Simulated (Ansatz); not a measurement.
Reference: GaS (R-3m), PBEsol+D3BJ with spin-orbit coupling, rigid bands (plane waves, PAW; Ansatz, a program for electronic structure); axes and stresses refer to this cell.

```yaml
crystal:
  lattice:
    - [1.77202, 1.02308, 7.48667]
    - [-1.77202, 1.02308, 7.48667]
    - [0.00000, -2.04615, 7.48667]
  atoms:
    - { symbol: Ga, position: [0.94622, 0.94622, 0.94622] }
    - { symbol: Ga, position: [0.05378, 0.05378, 0.05378] }
    - { symbol: S, position: [0.23113, 0.23113, 0.23113] }
    - { symbol: S, position: [0.76887, 0.76887, 0.76887] }
```

- Seebeck coefficient, p-type 1e19 cm⁻³: 274 μV/K
- hole conductivity mass: 0.41 mₑ
- band gap: 1.31 eV

```
Change                                                  Seebeck coefficient, p-type 1e19 cm⁻³  hole conductivity mass  band gap
------------------------------------------------------  -------------------------------------  ----------------------  --------
biaxial stress xx = yy = -1 GPa (compression positive)                               263 μV/K                 0.39 mₑ   1.28 eV
hydrostatic pressure 10 GPa                                                                 ?                 0.40 mₑ   0.72 eV
hydrostatic pressure 2 GPa                                                           266 μV/K                 0.38 mₑ   1.11 eV
hydrostatic pressure 5 GPa                                                                  ?                 0.38 mₑ   0.93 eV
uniaxial stress zz = -1 GPa (compression positive)                                          ?                 0.46 mₑ   1.49 eV
uniaxial stress zz = 1 GPa (compression positive)                                    257 μV/K                       ?   1.18 eV
```

Q: Complete the blanks.

A: 
- hydrostatic pressure 10 GPa, Seebeck coefficient, p-type 1e19 cm⁻³: 300 μV/K
- hydrostatic pressure 5 GPa, Seebeck coefficient, p-type 1e19 cm⁻³: 275 μV/K
- uniaxial stress zz = -1 GPa (compression positive), Seebeck coefficient, p-type 1e19 cm⁻³: 302 μV/K
- uniaxial stress zz = 1 GPa (compression positive), hole conductivity mass: 0.38 mₑ

Masses are for dilute carriers at 300 K, harmonic means over directions unless an axis is named. Seebeck coefficients are for the stated density at 300 K, with one relaxation time for all states and whether or not that doping can be reached. Stresses and pressures are the targets of the relaxation.  The structure type is held under load, also where the real crystal would transform.

Computed structure with no diffraction record at hand here (it may be known, metastable or hypothetical): GaS (R-3m). PBEsol with a dispersion correction tends to overbind, so the cell can be several per cent short, in bad cases over ten, which usually narrows a gap: GaS (R-3m).
